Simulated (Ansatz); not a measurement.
Here is the system:

```
SnO2
1.0
    4.72236     0.00000     0.00000
    0.00000     4.72236     0.00000
    0.00000     0.00000     3.15205
Sn O
2 4
Direct
  0.00000   0.00000   0.00000
  0.50000   0.50000   0.50000
  0.30547   0.30547   0.00000
  0.80547   0.19453   0.50000
  0.19453   0.80547   0.50000
  0.69453   0.69453   0.00000
```

No spin polarisation.

The values are results of plane-wave PAW DFT at the LDA level (Ansatz, an electronic-structure program, 420 eV), spin-orbit coupling left out, not measurements. k-mesh 7×7×10 (Γ-centred); smearing 0.05 eV (Fermi–Dirac).

### Question
Predict the electron mass, stress, width of the top valence band and gap character.

### Answer
The electron mass is 0.19 mₑ along z, 0.22 mₑ across (at Γ), the stress (xx, yy, zz, yz, xz, xy; compression positive) comes out as (1.92, 1.92, 5.37, 0.00, 0.00, 0.00) GPa and the width of the top valence band comes out as 1.30 eV. The gap character is direct at Γ.

The cells carry an imposed strain or load. Effective masses come from finite differences of ±0.01 Å⁻¹. Whether these cells are dynamically stable was not tested. The cell was made from SnO2 in the rutile structure (space group P4_2/mnm, No. 136) by this change: uniaxial strain ε_zz = −1.20 %.
